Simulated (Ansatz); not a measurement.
The reference is Ta in the bcc (W type) structure (space group Im-3m, No. 229; a = 3.320 Å).

Level of theory: PBE/PAW in Ansatz (an electronic-structure program), scalar-relativistic without spin-orbit coupling.

For the base:

The volume per atom is 18.29 Å³.

Now apply this change: cell and atoms relaxed at a pressure of 10 GPa.

Q: What happens to the volume per atom?

A: The volume per atom decreases by 0.83 Å³, from 18.29 Å³ to 17.46 Å³.

Load acts through the strain it causes; cell and atoms are relaxed under it. No phonon test of stability was made. Competing high-pressure phases were not computed. The final runs are not spin-polarised.
